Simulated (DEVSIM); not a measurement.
Structure: Mo/AlN/p-Si capacitor, at 300 K.

| layer (left to right) | material | thickness (nm) | Na (cm⁻³) |
|---|---|---|---|
| 1 | AlN | 18.0 | - |
| 2 | Si | 15000 | 1.5e15 |

Metal gate on the left, work function 4.6 eV. Fixed charge at the semiconductor interface 8.2e10 cm⁻² (in units of +e); no interface traps.

The device is made up for the run: typed textbook-type constants, with dimensions and the other settings drawn at random. Values at 300 K.

```csv
parameter,AlN,Si
gap (eV),6.1,1.124
affinity (eV),1.9,4.05
permittivity,8.5,11.7
Nc (cm⁻³),-,2.86e19
Nv (cm⁻³),-,3.1e19
```

Model (solved in DEVSIM): 1D Poisson equation in equilibrium, Boltzmann statistics, complete ionisation; no quantum confinement or tunnelling. Metal contacts follow the ideal Schottky-Mott rule: no Fermi-level pinning, no interface dipoles.

The AlN thickness was swept, all else fixed.

| AlN thickness (μm) | minimum of the low-frequency capacitance (μF/cm²) | capacitance of the dielectric stack (μF/cm²) | flat-band voltage (V) |
|---|---|---|---|
| 0.0072 | 0.0161 | 1.05 | -0.33 |
| 0.0099 | 0.0160 | 0.760 | -0.33 |
| 0.013 | 0.0159 | 0.579 | -0.34 |
| 0.015 | 0.0158 | 0.502 | -0.34 |
| 0.018 | 0.0157 | 0.418 | -0.35 |
| 0.022 | 0.0156 | 0.342 | -0.36 |

From the first row to the last the minimum of the low-frequency capacitance goes from 0.0161 to 0.0156. From the first row to the last the capacitance of the dielectric stack goes from 1.05 to 0.342.
